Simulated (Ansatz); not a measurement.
Take Be in the hcp (Mg type) structure (space group P6_3/mmc, No. 194; relaxed with 0.1 eV smearing) as the base.

```xyz
2
Lattice="2.2617 0.0000 0.0000 -1.1308 1.9587 0.0000 0.0000 0.0000 3.5692" Properties=species:S:1:pos:R:3 pbc="T T T"
Be     0.0000     1.3058     2.6769
Be     1.1308     0.6529     0.8923
```

Cartesian axes are those of the cell as printed.

Level of theory: r2SCAN/PAW in Ansatz (a quantum-chemistry and plane-wave program), no SOC.

Strains are applied to the cell and any free atomic positions relax; under biaxial strain the out-of-plane vector relaxes too.

One change was made to it. Results:

The pressure (mean of the normal stresses, compression positive) goes from zero to -1.7 GPa; the volume per atom goes up by 0.118 Å³ to 8.02 Å³.

Task: Which of these changes matches the shifts?
A) isotropic strain −0.57 %
B) tensor shear ε_yz = +0.93 %
C) biaxial strain +0.75 %, plane normal [001], relaxed out of plane
D) isotropic strain +3.04 %

Result: C, biaxial strain +0.75 %, plane normal [001], relaxed out of plane. For comparison, the pressure in the other runs: isotropic strain +3.04 % gives -9.7 GPa; tensor shear ε_yz = +0.93 % gives 0.0 GPa; isotropic strain −0.57 % gives 2.2 GPa.

Whether these cells are dynamically stable was not tested.
